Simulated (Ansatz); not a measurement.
Worked example: self-consistent single point of a (111) slab of CaPt2 (cut from a parent of space group no. 227; 12 atoms in the cell) in Ansatz (an electronic-structure program).

Level of theory: PBEsol, default PAW files made with PBE (plane waves; Ansatz).

The change in words: vacuum of 4 angstrom (first run: 14 Å). Reference geometry:
```
CaPt2
1.0
    5.39004     0.00000     0.00000
    2.69502     4.66791     0.00000
    0.00000     0.00000    21.15159
Ca Pt
4 8
Direct
  0.47671   0.47671   0.38296
  0.14338   0.14338   0.33094
  0.81005   0.81005   0.59103
  0.47671   0.47671   0.53901
  0.97671   0.97671   0.46099
  0.97671   0.47671   0.46099
  0.47671   0.97671   0.46099
  0.81005   0.81005   0.35695
  0.31005   0.31005   0.66906
  0.31005   0.81005   0.66906
  0.81005   0.31005   0.66906
  0.14338   0.14338   0.56502
```

Reference input (self-consistent single point, DFT, PBEsol, plane waves, default PAW files made with PBE): basis.ecutwfc = 420 eV; kpoints.mp_grid.grid = 5 5 1; hamiltonian.xc = pbesol; hamiltonian.pseudopotentials = {kind: paw} (the program's default PAW files); scf.occupations.method = gaussian; scf.occupations.width = 0.1 eV. This run's input differs from it in these lines:

Ansatz 0.2 input:
```diff
@@ -5,16 +5,16 @@
     - [2.695019, 4.667911, 0.000000]
-    - [0.000000, 0.000000, 21.151590]
+    - [0.000000, 0.000000, 11.151606]
   atoms:
-    - { symbol: Ca, position_ang: [3.854244, 2.225249, 8.100298] }
-    - { symbol: Ca, position_ang: [1.159228, 0.669280, 6.999992] }
-    - { symbol: Ca, position_ang: [6.549261, 3.781218, 12.501203] }
-    - { symbol: Ca, position_ang: [3.854244, 2.225249, 11.401003] }
-    - { symbol: Pt, position_ang: [7.896773, 4.559205, 9.750587] }
-    - { symbol: Pt, position_ang: [6.549264, 2.225249, 9.750587] }
-    - { symbol: Pt, position_ang: [5.201754, 4.559205, 9.750587] }
-    - { symbol: Pt, position_ang: [6.549261, 3.781218, 7.550081] }
-    - { symbol: Pt, position_ang: [2.506732, 1.447262, 14.151598] }
-    - { symbol: Pt, position_ang: [3.854241, 3.781218, 14.151598] }
-    - { symbol: Pt, position_ang: [5.201751, 1.447262, 14.151598] }
-    - { symbol: Pt, position_ang: [1.159228, 0.669280, 11.951093] }
+    - { symbol: Ca, position_ang: [3.854244, 2.225249, 3.100303] }
+    - { symbol: Ca, position_ang: [1.159228, 0.669280, 1.999996] }
+    - { symbol: Ca, position_ang: [6.549261, 3.781218, 7.501206] }
+    - { symbol: Ca, position_ang: [3.854244, 2.225249, 6.401011] }
+    - { symbol: Pt, position_ang: [7.896773, 4.559205, 4.750595] }
+    - { symbol: Pt, position_ang: [6.549264, 2.225249, 4.750595] }
+    - { symbol: Pt, position_ang: [5.201754, 4.559205, 4.750595] }
+    - { symbol: Pt, position_ang: [6.549261, 3.781218, 2.550094] }
+    - { symbol: Pt, position_ang: [2.506732, 1.447262, 9.151610] }
+    - { symbol: Pt, position_ang: [3.854241, 3.781218, 9.151610] }
+    - { symbol: Pt, position_ang: [5.201751, 1.447262, 9.151610] }
+    - { symbol: Pt, position_ang: [1.159228, 0.669280, 6.951097] }
 basis:
```

Output (repeated stretches shortened):

```
SCF iter   1: F=—  HF=-106251.357266 eV  |F-HF|=—  |Δ(HF+E_count)|=         —  Δρ=6.79e-3  dr2=6.79e-1  ethr=1.77e-3  ⟨swp⟩=8.6  Hψ=2293  notcnv=0  defer=4
all-band conjugate gradients solve this SCF's bands
preconditioner: auto → LDOS
SCF iter   2: F=—  HF=-106251.338126 eV  |F-HF|=—  |Δ(HF+E_count)|=   1.91e-2  Δρ=6.08e-3  dr2=2.09e-1  ethr=3.69e-4  ⟨swp⟩=2.0  Hψ=881  notcnv=0  defer=60
   [... lines left out ...]
SCF iter   8: F=—  HF=-106251.297374 eV  |F-HF|=—  |Δ(HF+E_count)|=   1.65e-5  Δρ=3.17e-5  dr2=8.83e-6  ethr=1.10e-8  ⟨swp⟩=2.0  Hψ=758  notcnv=0  defer=53
SCF iter   9: F=—  HF=-106251.297373 eV  |F-HF|=—  |Δ(HF+E_count)|=   5.90e-7  Δρ=1.67e-5  dr2=1.70e-6  ethr=4.80e-9  ⟨swp⟩=2.0  Hψ=685  notcnv=0  defer=53
SCF iter  10: F=—  HF=-106251.297373 eV  |F-HF|=—  |Δ(HF+E_count)|=   1.41e-7  Δρ=6.92e-6  dr2=2.43e-7  ethr=9.25e-10  ⟨swp⟩=2.0  Hψ=632  notcnv=0  defer=53
SCF iter  11: F=-106251.297373 eV  HF=-106251.297373 eV  |F-HF|=3.01e-8  |Δ(HF+E_count)|=   2.10e-8  Δρ=2.84e-6  dr2=4.01e-8  ethr=5.43e-11  ⟨swp⟩=11.0  Hψ=2409  notcnv=0
SCF 1 converged in 11 iterations: F = -106251.297373 eV  dr2 = 4.01e-8
Free energy (F): -106251.297373 eV
Internal energy: -106251.236441 eV  (E = F + TS)
E sigma→0 (E₀):  -106251.266907 eV
Entropy (-TS):   -0.060932 eV (-5.078 meV/atom)
Fermi energy:    12.139975 eV
--- Forces (eV/Å), atoms counted from 1 ---
  atom   1  Ca     0.00000000    -0.00000000     0.46483490
  atom   2  Ca    -0.00000000     0.00000000    -0.58225966
  atom   3  Ca    -0.00000000     0.00000000     1.20851098
  atom   4  Ca    -0.00000000     0.00000000     0.34840177
  atom   5  Pt     0.00399484     0.00230642    -0.04292534
  atom   6  Pt     0.00000000    -0.00461284    -0.04292534
  atom   7  Pt    -0.00399484     0.00230642    -0.04292534
  atom   8  Pt    -0.00000000     0.00000000     0.09421718
   [... lines left out ...]
  atom  12  Pt    -0.00000000     0.00000000     0.27424245
--- Stress (GPa, compression-positive) ---
       -4.027302       0.000000       0.000000
        0.000000      -4.027302       0.000000
        0.000000       0.000000      -5.738093
  P = ⅓ Tr σ = -4.5976 GPa (-45.976 kbar)
  The stress holds the Pulay correction. Without it, at fixed plane waves, as pw.x and ABINIT print it: P = -4.6248 GPa
```

The run converged in 11 iterations. Against the reference run the free energy goes down by 42.7 meV/atom and the largest force goes from 1.181 to 1.209 eV/Å.

The starting cell comes from a database of computed structures (which also holds hypothetical and non-ambient phases and stackings), without a prior relaxation at this level. The slab is cut from that crystal, and its faces are unrelaxed. Its lattice was rescaled by up to half a per cent. Spin-orbit coupling is off. Spin polarisation is off. The two faces of this cut differ, and no dipole correction was used. Forces in this geometry exceed 1 eV/Å.
